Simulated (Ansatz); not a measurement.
```yaml
crystal:
  lattice:
    - [25.00000, 0.00000, 0.00000]
    - [0.00000, 25.00000, 0.00000]
    - [0.00000, 0.00000, 5.40523]
  atoms:
    - { symbol: Al, position: [0.77861, 0.50000, 0.66690] }
    - { symbol: N, position: [0.77402, 0.56254, 0.83310] }
    - { symbol: N, position: [0.78107, 0.50000, 0.33310] }
    - { symbol: Al, position: [0.75102, 0.62089, 0.66690] }
    - { symbol: N, position: [0.71975, 0.67525, 0.83310] }
    - { symbol: Al, position: [0.77163, 0.56200, 0.16690] }
    - { symbol: N, position: [0.75324, 0.62195, 0.33310] }
    - { symbol: Al, position: [0.67371, 0.71783, 0.66690] }
    - { symbol: N, position: [0.62195, 0.75324, 0.83310] }
    - { symbol: Al, position: [0.71783, 0.67371, 0.16690] }
    - { symbol: N, position: [0.67525, 0.71975, 0.33310] }
    - { symbol: Al, position: [0.56200, 0.77163, 0.66690] }
    - { symbol: N, position: [0.50000, 0.78107, 0.83310] }
    - { symbol: Al, position: [0.62089, 0.75102, 0.16690] }
    - { symbol: N, position: [0.56254, 0.77402, 0.33310] }
    - { symbol: Al, position: [0.43800, 0.77163, 0.66690] }
    - { symbol: N, position: [0.37805, 0.75324, 0.83310] }
    - { symbol: Al, position: [0.50000, 0.77861, 0.16690] }
    - { symbol: N, position: [0.43746, 0.77402, 0.33310] }
    - { symbol: Al, position: [0.32629, 0.71783, 0.66690] }
    - { symbol: N, position: [0.28025, 0.67525, 0.83310] }
    - { symbol: Al, position: [0.37911, 0.75102, 0.16690] }
    - { symbol: N, position: [0.32475, 0.71975, 0.33310] }
    - { symbol: Al, position: [0.24898, 0.62089, 0.66690] }
    - { symbol: N, position: [0.22598, 0.56254, 0.83310] }
    - { symbol: Al, position: [0.28217, 0.67371, 0.16690] }
    - { symbol: N, position: [0.24676, 0.62195, 0.33310] }
    - { symbol: Al, position: [0.22139, 0.50000, 0.66690] }
    - { symbol: N, position: [0.22598, 0.43746, 0.83310] }
    - { symbol: Al, position: [0.22837, 0.56200, 0.16690] }
    - { symbol: N, position: [0.21893, 0.50000, 0.33310] }
    - { symbol: Al, position: [0.24898, 0.37911, 0.66690] }
    - { symbol: N, position: [0.28025, 0.32475, 0.83310] }
    - { symbol: Al, position: [0.22837, 0.43800, 0.16690] }
    - { symbol: N, position: [0.24676, 0.37805, 0.33310] }
    - { symbol: Al, position: [0.32629, 0.28217, 0.66690] }
    - { symbol: N, position: [0.37805, 0.24676, 0.83310] }
    - { symbol: Al, position: [0.28217, 0.32629, 0.16690] }
    - { symbol: N, position: [0.32475, 0.28025, 0.33310] }
    - { symbol: Al, position: [0.43800, 0.22837, 0.66690] }
    - { symbol: N, position: [0.50000, 0.21893, 0.83310] }
    - { symbol: Al, position: [0.37911, 0.24898, 0.16690] }
    - { symbol: N, position: [0.43746, 0.22598, 0.33310] }
    - { symbol: Al, position: [0.56200, 0.22837, 0.66690] }
    - { symbol: N, position: [0.62195, 0.24676, 0.83310] }
    - { symbol: Al, position: [0.50000, 0.22139, 0.16690] }
    - { symbol: N, position: [0.56254, 0.22598, 0.33310] }
    - { symbol: Al, position: [0.67371, 0.28217, 0.66690] }
    - { symbol: N, position: [0.71975, 0.32475, 0.83310] }
    - { symbol: Al, position: [0.62089, 0.24898, 0.16690] }
    - { symbol: N, position: [0.67525, 0.28025, 0.33310] }
    - { symbol: Al, position: [0.75102, 0.37911, 0.66690] }
    - { symbol: N, position: [0.77402, 0.43746, 0.83310] }
    - { symbol: Al, position: [0.71783, 0.32629, 0.16690] }
    - { symbol: N, position: [0.75324, 0.37805, 0.33310] }
    - { symbol: Al, position: [0.77163, 0.43800, 0.16690] }
```

Calculation: PBE (plane waves to 420 eV, PAW; Ansatz, a program for electronic structure). Mesh 1×1×6. No spin polarisation. One-dimensional cell, images about 11 Å apart. A hypothetical model, rolled from the flat sheet. Symmetry and one short period hold its shape; lower forms weren't sought.

**Question.** Tabulate the two highest filled and two lowest empty levels along the axis, from the valence top.

**Answer.** 
```csv
k (2π/c),v2 (eV),v1 (eV),c1 (eV),c2 (eV)
0.000,0.00,0.00,2.80,2.98
0.042,-0.01,-0.01,2.82,3.00
0.083,-0.02,-0.02,2.87,3.04
0.125,-0.04,-0.04,2.95,3.12
0.167,-0.07,-0.07,3.06,3.22
0.208,-0.12,-0.12,3.19,3.34
0.250,-0.15,-0.15,3.33,3.48
0.292,-0.18,-0.18,3.48,3.63
0.333,-0.20,-0.20,3.65,3.79
0.375,-0.23,-0.23,3.83,3.97
0.417,-0.27,-0.27,4.01,4.15
0.458,-0.26,-0.26,4.20,4.34
0.500,-0.26,-0.26,4.39,4.39
```
